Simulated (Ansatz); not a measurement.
The starting structures come from a database of crystals and need not be the phases stable at ambient conditions.

 Where the default PAW files enter, the runs use the earlier of Ansatz's two default sets.

Consider the following.

```
V2O5
1.0
    4.72428     0.00000     0.00000
    2.36214     6.02560     0.00000
    0.00000     1.27213     5.24025
V O
4 10
Direct
  0.09738   0.28576   0.75266
  0.90262   0.71424   0.24734
  0.38314   0.71424   0.74734
  0.61686   0.28576   0.25266
  0.45021   0.21992   0.51755
  0.54979   0.78008   0.48245
  0.67013   0.78008   0.98245
  0.32987   0.21992   0.01755
  0.27362   0.59312   0.13158
  0.72638   0.40688   0.86842
  0.86674   0.40688   0.36842
  0.13326   0.59312   0.63158
  0.11477   0.00000   0.75000
  0.88523   0.00000   0.25000
```

Space group of this cell: C2/c. The cell is taken as given; by r2SCAN its mean pressure is -12.5 GPa.

Level of theory: r2SCAN (plane waves, PAW; Ansatz, an electronic-structure program).

The current runs along the normal of the first two printed vectors; no spin-orbit coupling. Scaled by the factor s: both lengths across the current (ions clamped). Meshes 8×8×6 and 8×6 across the current in all rows.

```csv
s,mean pressure (GPa),band gap (eV)
0.98,-3.5,1.51
1.00,-12.5,1.42
1.02,-19.7,?
```

**Question.** Take the slope of the band gap against ln s from the two given rows, extrapolate to s = 1.02, and say what the run there gives.

**Answer.** Slope = (1.51 − 1.42) / ln 0.98 = -4.45 eV. The line gives 1.42 + (-4.45) × ln 1.02 = 1.33 eV. The run gives 1.33 eV, as the line does.
